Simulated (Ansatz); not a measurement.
Given:

```
Ag
1.0
    0.00000     2.05231     1.93143
    2.05231     0.00000     1.93143
    2.05231     2.05231     0.00000
Ag
1
Direct
  0.00000   0.00000   0.00000
```

No spin polarisation.

Method: Kohn–Sham DFT with the r2SCAN functional, run in Ansatz (a program for electronic structure) with PAW and 500 eV plane waves, no SOC, earlier PAW set. Settings: 28×28×28 k-points, 0.1 eV Fermi–Dirac smearing.

Question: What is the computed pressure (mean of the normal stresses, compression positive)?

Answer: 7.6 GPa.

Question: Estimate the band gap.

Answer: Zero.

Question: What space group does the calculation give?

Answer: I4/mmm (No. 139).

The cells carry an imposed strain or load. No phonon test of stability was made. The cell was made from Ag in the fcc (Cu type) structure (space group Fm-3m, No. 225) by this change: uniaxial strain ε_zz = −5.89 %.
